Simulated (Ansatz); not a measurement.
AlN (model structure, started from the BN type, Pm-3n, No. 223, 12 atoms in the cell) was calculated with r²SCAN (Ansatz, a quantum-chemistry and plane-wave program, plane waves, PAW).

Numerical settings: plane-wave cutoff 560 eV, 8×8×8 k mesh, Fermi–Dirac smearing 0.01 eV, scalar-relativistic PAW data made under PBE.

Cell (relaxed at this level):

```cif
data_Al6N6
_chemical_formula_sum 'Al6 N6'
_space_group_name_H-M_alt 'P 1'
_space_group_IT_number 1
_cell_length_a 5.32862
_cell_length_b 5.32862
_cell_length_c 5.32862
_cell_angle_alpha 90.000
_cell_angle_beta 90.000
_cell_angle_gamma 90.000
loop_
_space_group_symop_operation_xyz
  'x, y, z'
loop_
_atom_site_label
_atom_site_type_symbol
_atom_site_fract_x
_atom_site_fract_y
_atom_site_fract_z
_atom_site_occupancy
Al1 Al 0.25000 0.00000 0.50000 1
Al2 Al 0.50000 0.25000 0.00000 1
Al3 Al 0.50000 0.75000 0.00000 1
Al4 Al 0.75000 0.00000 0.50000 1
Al5 Al 0.00000 0.50000 0.75000 1
Al6 Al 0.00000 0.50000 0.25000 1
N1 N 0.25000 0.50000 0.00000 1
N2 N 0.00000 0.25000 0.50000 1
N3 N 0.00000 0.75000 0.50000 1
N4 N 0.75000 0.50000 0.00000 1
N5 N 0.50000 0.00000 0.75000 1
N6 N 0.50000 0.00000 0.25000 1
```

Problem. Estimate the band gap that the calculation returns.

Solution. 
* **band gap**: 3.01 eV (direct)

Note: the relaxation could raise the start's symmetry but not lower it, so the cell can be a saddle point.

Computed values are for the static lattice.

Cost on a shared machine: about 60 core-seconds (a rough figure).

A model structure was made by putting elements into a prototype or built by hand; it is no filed structure, need not be a known phase, and can be a saddle point held by its symmetry.
